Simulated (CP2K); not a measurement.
**Worked example: self-consistent single point of LiF (Fm-3m, 2 atoms in the cell) in CP2K**

Method: PBE, GPW, DZVP-MOLOPT-SR-GTH basis, GTH-PBE potentials (GTH_POTENTIALS) (CP2K 2026.2).

The input file:

```
&GLOBAL
  PROJECT run
  RUN_TYPE ENERGY_FORCE
  PRINT_LEVEL MEDIUM
&END GLOBAL
&FORCE_EVAL
  METHOD Quickstep
  STRESS_TENSOR ANALYTICAL
  &DFT
    BASIS_SET_FILE_NAME BASIS_MOLOPT
    POTENTIAL_FILE_NAME GTH_POTENTIALS
    &QS
      METHOD GPW
      EPS_DEFAULT 1E-10
    &END QS
    &MGRID
      CUTOFF 550
      REL_CUTOFF 50
      NGRIDS 5
    &END MGRID
    &SCF
      SCF_GUESS ATOMIC
      EPS_SCF 1E-6
      MAX_SCF 100
      ADDED_MOS 4
      &DIAGONALIZATION
        ALGORITHM STANDARD
      &END DIAGONALIZATION
      &MIXING
        METHOD BROYDEN_MIXING
        ALPHA 0.3
        NBUFFER 8
        BETA 1
      &END MIXING
      &SMEAR ON
        METHOD FERMI_DIRAC
        ELECTRONIC_TEMPERATURE [K] 232.09
      &END SMEAR
    &END SCF
    &KPOINTS
      SCHEME MONKHORST-PACK 7 7 7
    &END KPOINTS
    &XC
      &XC_FUNCTIONAL PBE
      &END XC_FUNCTIONAL
    &END XC
    &PRINT
      &MO
        EIGENVALUES T
        OCCUPATION_NUMBERS T
        NDIGITS 8
        FILENAME mo
        &EACH
          QS_SCF 0
        &END EACH
        ADD_LAST NUMERIC
      &END MO
      &MULLIKEN ON
      &END MULLIKEN
    &END PRINT
  &END DFT
  &SUBSYS
    &CELL
      A 2.84964000 0.00000000 0.00000000
      B 1.42482000 2.46786100 0.00000000
      C 1.42482000 0.82262000 2.32672200
      PERIODIC XYZ
    &END CELL
    &COORD
      Li       0.00000000     0.00000000     0.00000000
      F        2.84964000     1.64524050     1.16336100
    &END COORD
    &KIND Li
      BASIS_SET DZVP-MOLOPT-SR-GTH
      POTENTIAL GTH-PBE-q3
    &END KIND
    &KIND F
      BASIS_SET DZVP-MOLOPT-SR-GTH
      POTENTIAL GTH-PBE-q7
    &END KIND
  &END SUBSYS
  &PRINT
    &FORCES ON
    &END FORCES
    &STRESS_TENSOR ON
    &END STRESS_TENSOR
  &END PRINT
&END FORCE_EVAL
```

The program printed (abridged):

```
 GLOBAL| Method name                                                        CP2K
 GLOBAL| Project name                                                        run
 GLOBAL| Run type                                                   ENERGY_FORCE

 CELL| Volume [angstrom^3]:                                            16.362708
 CELL| Vector a [angstrom]:       2.850     0.000     0.000   |a| =     2.849640
 CELL| Vector b [angstrom]:       1.425     2.468     0.000   |b| =     2.849640
 CELL| Vector c [angstrom]:       1.425     0.823     2.327   |c| =     2.849640
 CELL| Angle (b,c), alpha [degree]:                                    60.000011
 CELL| Angle (a,c), beta  [degree]:                                    60.000006
 CELL| Angle (a,b), gamma [degree]:                                    60.000004
 CELL| Numerically orthorhombic:                                              NO
 CELL| Periodicity                                                           XYZ

 DFT| Spin restricted Kohn-Sham (RKS) calculation                            RKS
 DFT| Multiplicity                                                             1
 DFT| Number of spin states                                                    1
 DFT| Charge                                                                   0
 DFT| XC density smoothing                                                  NONE
 DFT| XC derivatives                                                          PW

 QS| Method:                                                                 GPW
 QS| Density plane wave grid type                        NON-SPHERICAL FULLSPACE
 QS| Number of grid levels:                                                    5
 QS| Density cutoff [a.u.]:                                                275.0
 QS| Multi grid cutoff [a.u.]: 1) grid level                               275.0
   [... lines left out ...]
 BRILLOUIN| Wavefunction type                                            COMPLEX
 BRILLOUIN| List of Kpoints [2 Pi/Bohr]                                      172
 BRILLOUIN| Number           Weight            X              Y              Z
 BRILLOUIN|     1           0.00583       -0.42857       -0.42857       -0.42857
 BRILLOUIN|     2           0.00583       -0.42857       -0.42857       -0.28571
 BRILLOUIN|     3           0.00583       -0.42857       -0.42857       -0.14286
   [... 169 lines left out ...]
 *******************************************************************************

 Extrapolation method: initial_guess

 Re-scaling the density matrix to get the right number of electrons
                  # Electrons              Trace(P)               Scaling factor
                           10                10.000                        1.000

 Number of electrons:                                                         10
 Number of occupied orbitals:                                                  5
 Number of molecular orbitals:                                                 9

 Number of orbital functions:                                                 19
 Number of independent orbital functions:                                     19
 SCF WAVEFUNCTION OPTIMIZATION

  Step     Update method      Time    Convergence         Total energy    Change
     1 NoMix/Diag. 0.30E+00      -     0.70034649       -31.9287515698 -3.19E+01
     2 Broy./Diag. 0.30E+00      -     0.05413166       -30.5484939951  1.38E+00
     3 Broy./Diag. 0.30E+00      -     0.04045325       -31.4828032460 -9.34E-01
     4 Broy./Diag. 0.30E+00      -     0.04099137       -31.8464105250 -3.64E-01
     5 Broy./Diag. 0.30E+00      -     0.00666820       -31.8021841753  4.42E-02
     6 Broy./Diag. 0.30E+00      -     0.00064545       -31.8510494451 -4.89E-02
     7 Broy./Diag. 0.30E+00      -     0.00059214       -31.8506371488  4.12E-04
     8 Broy./Diag. 0.30E+00      -     0.00048932       -31.8508552220 -2.18E-04
     9 Broy./Diag. 0.30E+00      -     0.00013902       -31.8508345260  2.07E-05
    10 Broy./Diag. 0.30E+00      -     0.00002693       -31.8508051721  2.94E-05
    11 Broy./Diag. 0.30E+00      -     0.00000340       -31.8508105262 -5.35E-06
    12 Broy./Diag. 0.30E+00      -     0.00000009       -31.8508103213  2.05E-07
  *** SCF run converged in    12 steps ***

  Electronic density on regular grids:         -9.9999999981        0.0000000019
  Core density on regular grids:                9.9999999994       -0.0000000006
  Total charge density on r-space grids:        0.0000000013
  Total charge density g-space grids:           0.0000000013

  Overlap energy of the core charge distribution:               0.00000000000000
  Self energy of the core charge distribution:                -70.65956553727510
  Core Hamiltonian energy:                                     18.61601786209961
  Hartree energy:                                              26.80521804486482
  Exchange-correlation energy:                                 -6.61248069101226
  Electronic entropic energy:                                  -0.00000000000000
  Fermi energy:                                                 0.15721050520983

  Total energy:                                               -31.85081032132294
  Total energy (extrapolated to T->0):                        -31.85081032132294

                     Mulliken Population Analysis

 #  Atom  Element  Kind  Atomic population                           Net charge
       1     Li       1          2.321874                              0.678126
       2     F        2          7.678126                             -0.678126
 # Total charge                             10.000000                  0.000000

 ENERGY| Total FORCE_EVAL ( QS ) energy [hartree]            -31.850810360946230

 FORCES| Atomic forces [hartree/bohr]
 FORCES|   Atom     x               y               z               |f|
 FORCES|      1 -3.13109390E-16  3.54723757E-17  1.91487299E-16   3.68731834E-16
 FORCES|      2 -6.72742953E-15  2.45658530E-14 -2.25774782E-14   3.40364799E-14
 FORCES| Sum    -7.04053892E-15  2.46013254E-14 -2.23859909E-14
 FORCES| Total atomic force                                       3.39989263E-14

 STRESS| Analytical stress tensor [bar]
 STRESS|                        x                   y                   z
 STRESS|      x        2.77664313709E+04   1.60367816464E+02   1.13397289006E+02
 STRESS|      y        1.60367816464E+02   2.75805232353E+04   6.51147802860E+01
 STRESS|      z        1.13397289006E+02   6.51147802860E+01   2.75343599197E+04
 STRESS| 1/3 Trace                                             2.76271048420E+04
```

The run converged in 12 iterations.

The starting cell has typed, rounded lattice constants, without a prior relaxation at this level. Values carry the incompleteness of an atom-centred basis.

Cost on one core of a shared machine: roughly 40 s.
